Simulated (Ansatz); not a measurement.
Start from Mg in the hcp (Mg type) structure (space group P6_3/mmc, No. 194; a = 3.1952 Å, c = 5.1966 Å; relaxed with 0.1 eV smearing). Axes: x lies along a and z along c of the hexagonal cell.

Computed with Ansatz (a quantum-chemistry and plane-wave program), PBE, PAW, cutoff 420 eV, spin-orbit coupling left out.

Base values:

| Item | Result |
|---|---|
| Shortest interatomic distance | 3.187 Å |

It is then changed as follows: uniaxial strain ε_zz = −3.00 %, all other strain components held at zero, atoms relaxed at fixed cell.

**Question.** Estimate the effect on the stress, shortest interatomic distance and energy relative to the base.

**Answer.** The stress (xx, yy, zz, yz, xz, xy; compression positive) amounts to (0.7, 0.7, 2.2, 0.0, 0.0, 0.0) GPa; the shortest interatomic distance falls by 0.0632 Å (3.187 Å → 3.123 Å); the energy grows by 4.5 meV/atom.

Whether these cells are dynamically stable was not tested.
